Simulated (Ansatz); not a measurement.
End structure of OH on the 1x1 (0001) surface of beta Si3N4 (cut with top plane 4 N + 3 Si), one in a 1x1 cell, started at the site 'top Si':

Host crystal: beta Si3N4, with a band gap (PBE, scalar-relativistic without spin-orbit coupling).

```xyz
44
Lattice="7.6637 0.0000 0.0000 -3.8319 6.6370 0.0000 0.0000 0.0000 26.5000" Properties=species:S:1:pos:R:3 pbc="T T T"
N     -2.4096     4.6870     9.5380
N      0.9776     2.2067     9.5380
N      1.4320     6.3803     9.5380
N      3.8319     2.2123     9.3340
Si     2.3494     1.4067     9.8190
Si     3.8754     3.8990     9.8190
Si     5.2708     1.3313     9.8190
N      0.0000     4.4246    10.9932
N      2.4867     0.2481    11.0711
N      2.8034     4.3594    11.0711
N      6.2055     2.0295    11.0711
Si    -1.5884     5.1376    10.9494
Si     0.1768     2.6926    10.9494
Si     1.4116     5.4438    10.9494
N     -2.4235     4.7034    12.4842
N      0.9703     2.1864    12.4842
N      1.4532     6.3841    12.4842
N      3.8319     2.2123    12.5000
Si     2.4047     1.1944    12.5638
Si     3.6639     3.9572    12.5638
Si     5.4269     1.4853    12.5638
N     -0.0132     4.4133    13.9920
N      2.3897     0.2506    13.9978
N      2.8430     4.4394    14.0037
N      6.2511     1.9343    14.0099
Si    -1.6152     5.1512    13.9846
Si     0.1653     2.6745    13.9378
Si     1.4077     5.4331    13.9279
N     -2.4055     4.6574    15.4701
N      1.0290     2.2619    15.4273
N      1.3213     6.3829    15.4147
N      3.8404     2.2086    15.5098
Si     2.4332     1.1791    15.5176
Si     3.6531     3.9522    15.5314
Si     5.4328     1.4851    15.5429
N     -0.0268     4.4201    17.1532
N      2.3755     0.2333    16.9012
N      2.7962     4.4137    16.9201
N      6.2810     1.8834    16.9358
Si    -1.6618     5.1970    17.0127
Si    -0.0398     2.7522    16.6942
Si     1.4087     5.2047    16.6552
O     -2.4917     4.6676    18.3002
H     -3.4579     4.5400    18.1299
```

Model: 44-atom slab, 7.8 Å thick at the start under the adsorbate (thin: gaps and levels are the slab's own), 3x3x1 mesh, Fermi-Dirac 0.01 eV, dipole correction, 21 atoms held, the rest relaxed; no symmetry held; spin-polarised, ending with about 0.8 μB a cell, a value that depends on the mesh; orders that need a larger cell were not tried, no spin-orbit, no U, no dispersion correction. The slab shows no gap over 0.04 eV on its mesh. At the end it is bonded to Si. In PBE it is, or lies within 0.03 eV of, the lowest of the starts that converged.

A negative adsorption energy means that the adsorbate is more stable on the surface than in its reference.

Q: Give the work function of the top face at the level PBE (Ansatz, a first-principles code).

A: 6.73 eV

Q: What is the computed change of the step from the bottom to the top vacuum level, against the clean slab (PBE)?

A: 0.79 eV

Q: Estimate the adsorption energy against H2O(g) − ½ H2(g) that PBE returns for this input.

A: -1.14 eV
